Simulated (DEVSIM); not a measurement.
Device: Si p+/n-/n+ power diode, at 350 K.

| layer (left to right) | material | thickness (μm) | Nd (cm⁻³) | Na (cm⁻³) | τn (s) | τp (s) |
|---|---|---|---|---|---|---|
| 1 | Si | 0.600 | - | 1.2e18 | 1.1e-6 | 1.1e-6 |
| 2 | Si | 9.70 | 1.2e13 | - | 1.1e-6 | 1.1e-6 |
| 3 | Si | 3.10 | 1.4e18 | - | 1.1e-6 | 1.1e-6 |

Left contact: ohmic. Right contact: ohmic. Voltage is applied to the left contact. Recombination: SRH at mid-gap, radiative. Mobility is constant in doping.

This is a model device: material constants are rounded textbook-type values typed into the input, and sizes, dopings and lifetimes were drawn at random. Values at 300 K; Nc and Nv go as T^1.5, mobilities as T to minus their exponent, the gap by Varshni's rule with the affinity fixed.

```tsv
parameter	Si
gap (eV)	1.124
affinity (eV)	4.05
permittivity	11.7
Nc (cm⁻³)	2.86e19
Nv (cm⁻³)	3.1e19
μn (cm²/Vs)	1417
μp (cm²/Vs)	470
T exponent of μn	2.3
T exponent of μp	2.2
B (cm³/s)	4.7e-15
Varshni α (eV/K)	0.000473
Varshni β (K)	636
```

DEVSIM, 1D drift-diffusion, Boltzmann statistics, complete ionisation; no tunnelling, impact ionisation, image-force lowering or self-heating.

### Question
Tabulate band edges, carrier densities and field at -200.0 V on the left contact.

### Answer
Energies count from the Fermi level of the right contact; mesh points crowd at the junctions.

| x (μm) | Ec (eV) | Ev (eV) | n (cm⁻³) | p (cm⁻³) | field (V/cm) |
|---|---|---|---|---|---|
| 0.000 | 201.010 | 199.890 | 120000 | 1.2e18 | ≈ 0 |
| 0.04320 | 201.010 | 199.890 | 110000 | 1.2e18 | ≈ 0 |
| 0.1647 | 201.010 | 199.890 | 86000 | 1.2e18 | ≈ 0 |
| 0.4102 | 201.010 | 199.890 | 36000 | 1.2e18 | ≈ 0 |
| 0.5680 | 201.010 | 199.890 | 4200 | 1.2e18 | -310 |
| 0.6054 | 200.740 | 199.630 | 300 | 2.0e14 | -210000 |
| 0.6609 | 199.590 | 198.480 | 4400 | 2400000 | -210000 |
| 0.9280 | 194.040 | 192.930 | 27000 | 2300000 | -210000 |
| 1.588 | 180.340 | 179.230 | 83000 | 2200000 | -210000 |
| 3.606 | 138.480 | 137.370 | 260000 | 1700000 | -210000 |
| 7.564 | 56.637 | 55.526 | 590000 | 690000 | -210000 |
| 9.658 | 13.445 | 12.334 | 760000 | 160000 | -210000 |
| 10.10 | 4.304 | 3.194 | 800000 | 47000 | -210000 |
| 10.25 | 1.316 | 0.205 | 810000 | 10000 | -210000 |
| 10.31 | 0.131 | -0.980 | 4.7e17 | < 1e2 | -75000 |
| 10.36 | 0.098 | -1.013 | 1.4e18 | 1800 | ≈ 0 |
| 10.54 | 0.098 | -1.013 | 1.4e18 | 7500 | ≈ 0 |
| 11.02 | 0.098 | -1.013 | 1.4e18 | 23000 | ≈ 0 |
| 12.60 | 0.098 | -1.013 | 1.4e18 | 76000 | ≈ 0 |
| 13.14 | 0.098 | -1.013 | 1.4e18 | 94000 | ≈ 0 |
| 13.33 | 0.098 | -1.013 | 1.4e18 | 100000 | ≈ 0 |
| 13.40 | 0.098 | -1.013 | 1.4e18 | 100000 | ≈ 0 |
